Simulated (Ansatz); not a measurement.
The starting structures come from a database of crystals and need not be the phases stable at ambient conditions.

The decay constant κ of evanescent states in the gap governs leakage through a thin film.

Here is the system:

```yaml
crystal:
  lattice:
    - [3.86272, 0.00000, 0.00000]
    - [0.00000, 6.77760, 0.00000]
    - [0.00000, 1.03094, 3.70049]
  atoms:
    - { symbol: Ta, position: [0.00000, 0.20869, 0.64953] }
    - { symbol: Ta, position: [0.00000, 0.79131, 0.35047] }
    - { symbol: O, position: [0.50000, 0.20167, 0.66212] }
    - { symbol: O, position: [0.50000, 0.79833, 0.33788] }
    - { symbol: O, position: [0.00000, 0.12938, 0.18976] }
    - { symbol: O, position: [0.00000, 0.87062, 0.81024] }
    - { symbol: O, position: [0.00000, 0.50000, 0.50000] }
```

Space group of this cell: P2/m. The cell is taken as given; by r2SCAN its mean pressure is -1.0 GPa.

Transport runs along the normal of the first two printed cell vectors.

The gap is the functional's own, uncorrected, and κ follows it; spin-orbit coupling is left out. Mid-gap values are interpolated between the computed energies.

Task: Estimate the band gap and the smallest decay constant κ at mid-gap that r2SCAN run with Ansatz (a program for electronic structure) returns for this system.

Result: Gap 2.69 eV on a 8×6×8 mesh; κ = 0.302 1/Å, at (0.000, 0.500) of the in-plane reciprocal vectors. At the zone centre, at the nearest computed energy, the slowest state has κ = 0.31 1/Å.
